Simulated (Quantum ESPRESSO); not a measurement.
**Short convergence ladders for Pb (Fm-3m, 1 atom in the cell)**

```xyz
1
Lattice="0.0000 2.4676 2.4676 2.4676 0.0000 2.4676 2.4676 2.4676 0.0000" Properties=species:S:1:pos:R:3 pbc="T T T"
Pb     0.0000     0.0000     0.0000
```

Base method: PBE, PseudoDojo standard norm-conserving (PBE) pseudopotentials (plane waves; Quantum ESPRESSO).

Base settings: ecutwfc = 65 Ry; occupations = smearing; smearing = gauss; degauss = 0.0073499 Ry; potentials = {Pb: Pb.upf}; K_POINTS = automatic 8 8 8 0 0 0; conv_thr = 1e-10 Ry; mixing_beta = 0.3.

The count of work is k-points × plane waves × bands × iterations; it is no time. Core times come from one kind of shared machine, to one figure; runs under 30 s give none.

**The cutoff for other potential files**

Level: DFT, PBE, plane waves, SSSP 1.1.2 precision (PBE) pseudopotentials.

In this ladder: pseudopotentials = {Pb: Pb.pbe-dn-kjpaw_psl.0.2.2.UPF}. Moved along: ecutrho.

The second cell is the first with its lattice scaled by 0.98.

The mesh stays at the base's, so the ladder's end is converged at best in this setting alone.

Only quantities that move along the ladder and can be compared are tabulated.

```tsv
ecutwfc	free energy less the last step's (meV/atom)	energy of the compressed cell less the first (meV/atom)	pressure (GPa)	count of work / last	core time / last (rough)
29 Ry	122.45	59.69	2.87	0.092	–
36 Ry	41.64	55.82	2.00	0.19	–
46 Ry	11.34	54.90	3.14	0.17	0.3
65 Ry	2.12	54.52	3.11	0.27	0.3
78 Ry	1.47	54.49	3.10	0.53	0.4
98 Ry	0.40	54.47	3.13	0.54	0.6
130 Ry	0.00	54.47	3.13	1.0	1
```

Coarsest ecutwfc that holds the pressure within 1 GPa of the last step, with all finer ones: 46 Ry, at 0.17 of the last step's count of work and about 0.3 of the last step's time; the step before is off by 1.1 GPa.

Coarsest ecutwfc that holds the free energy within 1 meV/atom of the last step, with all finer ones: 98 Ry; the step before is off by 1.5 meV/atom.

Coarsest ecutwfc that holds the energy of the compressed cell less the first within 0.2 meV/atom of the last step, with all finer ones: 65 Ry, at 0.27 of the last step's count of work and about 0.3 of the last step's time; the step before is off by 0.44 meV/atom.

The energy difference between the two cells stays within 1 meV/atom of the last step's from 46 Ry on, the total only from 98 Ry on: much of the error is common to both cells and cancels.

**The cutoff for other potential files**

Level: DFT, PBE, plane waves, SSSP 1.1.2 efficiency (PBE) pseudopotentials.

In this ladder: pseudopotentials = {Pb: Pb.pbe-dn-kjpaw_psl.0.2.2.UPF}. Moved along: ecutrho.

The second cell is the first with its lattice scaled by 0.98.

The mesh stays at the base's, so the ladder's end is converged at best in this setting alone.

Only quantities that move along the ladder and can be compared are tabulated.

```csv
ecutwfc,free energy less the last step's (meV/atom),energy of the compressed cell less the first (meV/atom),pressure (GPa),count of work / last,core time / last (rough)
25 Ry,184.83,67.18,0.97,0.13,–
30 Ry,112.81,60.58,2.60,0.20,–
38 Ry,25.94,55.16,2.37,0.15,–
47 Ry,10.97,54.86,3.12,0.19,–
55 Ry,6.22,54.59,2.98,0.52,0.6
66 Ry,1.84,54.52,3.12,0.49,0.5
82 Ry,0.81,54.48,3.10,0.80,1.0
110 Ry,0.00,54.47,3.12,1.0,1
```

Coarsest ecutwfc that holds the pressure within 0.05 GPa of the last step, with all finer ones: 66 Ry; the step before is off by 0.14 GPa.

Coarsest ecutwfc that holds the energy of the compressed cell less the first within 1 meV/atom of the last step, with all finer ones: 38 Ry, at 0.15 of the last step's count of work; the step before is off by 6.1 meV/atom.

Coarsest ecutwfc that holds the free energy within 5 meV/atom of the last step, with all finer ones: 66 Ry; the step before is off by 6.2 meV/atom.

The energy difference between the two cells stays within 1 meV/atom of the last step's from 38 Ry on, the total only from 82 Ry on: much of the error is common to both cells and cancels.

At the lowest cutoff the pressure lies 2.1 GPa under the last step's, the usual sign of Pulay stress in an incomplete plane-wave basis.

**The relaxed cell against the cutoff**

In this ladder: calculation = vc-relax; tprnfor = default; tstress = default.

The mesh stays at the base's, so the ladder's end is converged at best in this setting alone.

Only quantities that move along the ladder and can be compared are tabulated.

| ecutwfc | relaxed volume (Å³/atom) | relaxation steps | core time / last (rough) |
|---|---|---|---|
| 32 Ry | 22.867 | 4 | – |
| 39 Ry | 27.177 | 3 | – |
| 46 Ry | 30.416 | 3 | – |
| 55 Ry | 31.861 | 4 | – |
| 65 Ry | 31.955 | 4 | 0.4 |
| 78 Ry | 31.954 | 4 | 0.4 |
| 98 Ry | 31.961 | 4 | 0.7 |
| 130 Ry | 31.961 | 4 | 1 |

Coarsest ecutwfc that holds the relaxed volume within 0.16 Å³/atom of the last step, with all finer ones: 55 Ry; the step before is off by 1.5 Å³/atom.

At the lowest cutoff the cell relaxes to a volume 28 % smaller than at the highest.

On the base run: the starting cell has typed, rounded lattice constants, without a prior relaxation at this level. Its lattice was rescaled by up to half a per cent.
